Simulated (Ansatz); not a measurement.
## Response to strain in Au

Start from Au in the fcc (Cu type) structure (space group Fm-3m, No. 225; a = 4.083 Å; relaxed with 0.1 eV smearing).

Strains are applied to the cell and any free atomic positions relax.

The values are results of PBEsol, PAW, 420 eV (Ansatz, a quantum-chemistry and plane-wave program; without spin-orbit coupling), not measurements.

Notes on the quantities. energy relative to the base: free energy F.

| case | pressure | energy relative to the base | shortest interatomic distance |
|---|---|---|---|
| base | 0.0 GPa | 0 meV/atom | 2.887 Å |
| isotropic strain −2.50 % | 16.5 GPa | +59 meV/atom | 2.815 Å |
| isotropic strain −2.00 % | 12.6 GPa | +37 meV/atom | 2.829 Å |
| isotropic strain −1.50 % | 9.0 GPa | +20 meV/atom | 2.844 Å |
| isotropic strain −1.00 % | 5.7 GPa | +8.8 meV/atom | 2.858 Å |
| isotropic strain −0.50 % | 2.7 GPa | +2.1 meV/atom | 2.873 Å |
| isotropic strain +1.00 % | -4.8 GPa | +8.0 meV/atom | 2.916 Å |
| isotropic strain +1.50 % | ? | ? | 2.930 Å |
| isotropic strain +2.00 % | -8.7 GPa | +30 meV/atom | 2.945 Å |
| isotropic strain +2.50 % | -10.4 GPa | +46 meV/atom | 2.959 Å |

Q: What belongs in the blanks?

A: 
- isotropic strain +1.50 %, pressure: -6.9 GPa
- isotropic strain +1.50 %, energy relative to the base: +18 meV/atom

Stability against distortions was not tested.
